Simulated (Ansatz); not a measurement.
# A computed series for Cu: response to strain

Base system: Cu in the fcc (Cu type) structure (space group Fm-3m, No. 225; a = 3.5184 Å; relaxed with 0.1 eV smearing). Axes: x, y, z lie along the cube axes.

Strains are applied to the cell and any free atomic positions relax.

Calculations: Kohn–Sham DFT with the LDA functional, run in Ansatz (a program for electronic structure) with PAW and 420 eV plane waves, spin-orbit coupling left out.

Notes on the quantities. pressure: mean of the normal stresses, compression positive; energy relative to the base: free energy F.

```tsv
change	pressure	energy relative to the base	shortest interatomic distance
base	0.0 GPa	0 meV/atom	248.8 pm
tensor shear ε_xy = +2.00 %	0.3 GPa	+5.5 meV/atom	243.8 pm
tensor shear ε_xy = +0.86 %	0.1 GPa	+1.0 meV/atom	246.6 pm
tensor shear ε_xy = +1.14 %	0.1 GPa	+1.8 meV/atom	245.9 pm
tensor shear ε_xy = +0.29 %	0.0 GPa	+0.1 meV/atom	248.1 pm
tensor shear ε_xy = +0.57 %	0.0 GPa	+0.4 meV/atom	247.4 pm
tensor shear ε_xy = +1.71 %	0.2 GPa	+4.0 meV/atom	244.5 pm
tensor shear ε_xy = +1.43 %	0.2 GPa	+2.8 meV/atom	245.2 pm
```

Whether these cells are dynamically stable was not tested. All final runs are without spin polarisation.
